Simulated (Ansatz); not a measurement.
# SiC in the zinc blende structure (space group F-43m, No. 216)

```xyz
2
Lattice="0.0000 2.1783 2.1783 2.1783 0.0000 2.1783 2.1783 2.1783 0.0000" Properties=species:S:1:pos:R:3 pbc="T T T"
C      3.2675     3.2675     3.2675
Si     0.0000     0.0000     0.0000
```

The values are results of Ansatz (a program for electronic structure), r2SCAN, PAW, cutoff 500 eV, no spin-orbit coupling, earlier PAW set, not measurements. Settings: 13×13×13 k-points, 0.05 eV Fermi–Dirac smearing.

| Property | Result |
|---|---|
| Volume per atom | 10.34 Å³ |
| Density | 3.22 g/cm³ |
| Band gap | 1.71 eV, indirect, Γ → X |
| Electron mass | 0.64 mₑ along k, 0.23 mₑ across |
| Hole mass (degenerate bands, along [100]) | 0.35, 0.57, 0.57 mₑ |
| Lowest conduction-band minima above the VBM | X along ⟨100⟩ 1.71 eV |
| Total energy | -445.665 eV/atom (σ→0; compares only within this code and set-up) |

Effective masses come from finite differences of ±0.01 Å⁻¹. Along k means along the line from Γ to the band edge. No phonon test of stability was made.
